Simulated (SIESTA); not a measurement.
Band structure of NiAl (Pm-3m, 2 atoms in the cell).

```
CELL_PARAMETERS angstrom
      2.89000     0.00000     0.00000
      0.00000     2.89000     0.00000
      0.00000     0.00000     2.89000
ATOMIC_POSITIONS crystal
  Al 0.50000 0.50000 0.50000
  Ni 0.00000 0.00000 0.00000
```

Method of the run: GGA PBE, numerical atomic orbitals DZP, PseudoDojo PBE standard norm-conserving potentials (rewritten from UPF to PSML) in SIESTA.

Settings: XC.functional = GGA; XC.authors = PBE; potentials = PseudoDojo PBE standard; PAO.BasisSize = DZP; PAO.EnergyShift = 0.01 Ry; MeshCutoff = 350 Ry; kgrid.MonkhorstPack = 9 9 9; OccupationFunction = MP; OccupationMPOrder = 0; ElectronicTemperature = 136 meV; MaxSCFIterations = 150; SCF.Mixer.Method = Broyden; SCF.Mixer.Weight = 0.1; SCF.Mixer.History = 6.

The starting cell has typed, rounded lattice constants, without a prior relaxation at this level. Spin polarisation is off. Values carry the incompleteness of an atom-centred basis.

Levels in eV from the Fermi level, bands 7 to 12:
| point | 7 | 8 | 9 | 10 | 11 | 12 |
|---|---|---|---|---|---|---|
| Γ | -3.20 | -1.55 | -1.55 | -1.55 | 5.49 | 5.49 |
| X | -2.48 | -2.24 | -2.24 | -1.45 | -0.65 | 8.30 |
| M | -2.96 | -2.96 | -2.07 | -2.07 | -1.02 | 1.41 |
| R | -4.12 | -1.00 | -1.00 | 1.93 | 1.93 | 1.93 |

Bands cross the Fermi level along this path, so the cell is metallic at this level.

Higher empty bands are left out: an atom-centred basis made for the valence describes them poorly.
